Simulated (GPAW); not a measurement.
**Pressure against volume in wurtzite AlN (space group 186) (GPAW, LDA)**

```xyz
4
Lattice="2.9890 0.0000 0.0000 -1.4945 2.5886 0.0000 0.0000 0.0000 4.7863" Properties=species:S:1:pos:R:3 pbc="T T T"
Al     0.0000     1.7257     0.0000
Al     1.4945     0.8629     2.3932
N      0.0000     1.7257     1.8284
N      1.4945     0.8629     4.2215
```

Level of theory: LDA (Perdew-Wang 92), GPAW PAW datasets LDA (gpaw-data 1.0.1) (plane waves; GPAW). Settings: mode = pw; ecut = 1040 eV; xc = LDA; kpts = 12 12 7; mesh shift (steps) = 0 0 0; occupations.name = fermi-dirac; occupations.width = 0.01 eV; nbands = -8; convergence.density = 1e-05 e/electron; convergence.bands = -6; symmetry.symmorphic = false; symmetry.tolerance = 0.0005; maxiter = 150. The cell above is the first row's. The rows scale it uniformly. In all rows fractional positions and the k mesh are held.

| V (Å^3/atom) | P (GPa) |
|---|---|
| 9.258 | ? |
| 9.460 | 21.03 |
| 9.661 | 15.10 |
| 9.862 | 9.72 |
| 10.063 | 4.84 |
| 10.265 | 0.42 |
| 10.466 | -3.60 |
| 10.667 | -7.25 |
| 10.869 | -10.55 |

Q: Using a cubic, estimate the missing P at V = 9.258 from the other rows, showing the fit.

A: With u = V - 10.2, the rows have u = -0.7400, -0.5390, -0.3380, -0.1370, 0.0650, 0.2660, 0.4670, 0.6690. Least squares gives P = 1.785 - 21.5933·u + 5.2984·u² - 0.8929·u³. Residuals (row less fit): 0.003, -0.003, -0.003, -0.005, 0.016, 0.001, -0.016, 0.007; standard error 0.012 (degrees of freedom: 4). The fitted pressure is zero at V0 = 10.28, where dP/dV = -20.72, so B0 = -V0·dP/dV = 213 GPa. At the withheld row, u = -0.9420, so P = 1.785 - 21.5933 × (-0.9420) + 5.2984 × (-0.9420)² - 0.8929 × (-0.9420)³ = 27.574 GPa. The calculation gives 27.57 GPa, which the fit meets to the printed digits. The row lies outside the fitted rows, so this is an extrapolation. From the scatter of the fitted rows alone, a prediction at this place has a standard error of 0.033 GPa, so the miss is 0.1 times that.

Carrying the step between the two nearest rows on in a straight line would have given 26.99, off by 0.58; series whose last step already gives the withheld value aren't shown. The scan was laid around a cell of about the measured size, scaled by a guess for this functional; axis ratios and inner coordinates come from that cell. The runs keep the symmetry of the cell, so they don't test it for distortions. The shape of the cell and the inner coordinates aren't relaxed, so V0 and B0 belong to this uniform scaling; a relaxed crystal lies no higher in energy and is usually softer (forces reach 0.03 eV/Å in these rows). Cutoffs and mesh are single choices, not tested for convergence of this quantity. Series with a scatter that would blur these digits, or in which a gap closes, are not shown.
